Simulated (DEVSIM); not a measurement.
Device: abrupt Ge n-p junction, at 250 K.

```csv
layer (left to right),material,thickness (μm),Nd (cm⁻³),Na (cm⁻³),τn (s),τp (s)
1,Ge,9.30,1.9e17,-,0.00018,0.00018
2,Ge,6.10,-,1.7e17,0.00018,0.00018
```

Left contact: ohmic. Right contact: ohmic. Voltage is applied to the left contact. Recombination: SRH at mid-gap, radiative, Auger. Mobility is μmin + (μ − μmin)/(1 + (N/Nref)^α).

Constants are typed, rounded textbook-type inputs, not results; the design itself was drawn at random and stands for no fabricated device. Values at 300 K; Nc and Nv go as T^1.5, mobilities as T to minus their exponent, the gap by Varshni's rule with the affinity fixed.

```
parameter               Ge
----------------  --------
gap (eV)             0.664
affinity (eV)            4
permittivity            16
Nc (cm⁻³)          1.04e19
Nv (cm⁻³)             6e18
μn (cm²/Vs)           3900
μp (cm²/Vs)           1900
μn,min                 150
μp,min                 100
Nref,n              2.6e17
Nref,p                4e17
αn                    0.56
αp                     0.6
T exponent of μn      1.66
T exponent of μp      2.33
B (cm³/s)          6.4e-14
Cn (cm⁶/s)           1e-31
Cp (cm⁶/s)           1e-31
Varshni α (eV/K)  0.000477
Varshni β (K)          235
```

Simulated with DEVSIM: 1D drift-diffusion, Boltzmann statistics, complete ionisation; no tunnelling, impact ionisation, image-force lowering or self-heating.

The temperature was swept, all else fixed.

```tsv
temperature (K)	dark forward voltage at 100 A/cm² (V)	potential step across the device at zero bias (V)	largest field in the device at zero bias (V/cm)
250	0.451	0.532	100000
300	0.376	0.468	92000
350	0.298	0.402	83000
400	…	0.334	…
450	0.138	0.263	62000
500	0.067	0.191	50000
```

Task: Fill in the missing entries.

Result: 
- 400, dark forward voltage at 100 A/cm² (V): 0.219
- 400, largest field in the device at zero bias (V/cm): 73000
